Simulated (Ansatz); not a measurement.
## Be3N2 (Ia-3, No. 206)

Level of theory: r²SCAN-D4 (plane waves, PAW; Ansatz, a quantum-chemistry and plane-wave program).

Run with plane-wave cutoff 560 eV, 6×6×6 k mesh, Fermi–Dirac smearing 0.01 eV, scalar-relativistic PAW data made under PBE.

Cell (relaxed at this level):

Be₃N₂ has the cubic space group Ia-3 (No. 206), the anti-bixbyite structure, Pearson symbol cI80. Lattice parameters: a = 8.086 Å, b = 8.086 Å, c = 8.086 Å, α = 90.00°, β = 90.00°, γ = 90.00°. Be on 48e sees 4 N at 1.690–1.780 Å (tetrahedral). N1 on 24d sees 6 Be at 1.690–1.780 Å. N2 on 8b is coordinated by 6 Be at 1.741 Å (octahedral). (Neighbours: up to the widest gap in distance over summed covalent radii, below 1.35, at either atom; cation-cation and far metal-metal contacts left out.)
(The calculation used a cell of 40 atoms; values per cell refer to that cell.)

```yaml
bulk modulus B0: 229 GPa
band_gap: 4.00 eV (direct)
pressure derivative B′ of the bulk modulus: 3.6
```

The computed numbers hold no vibrational or temperature effects.

Computing time: roughly 19 core-minutes.
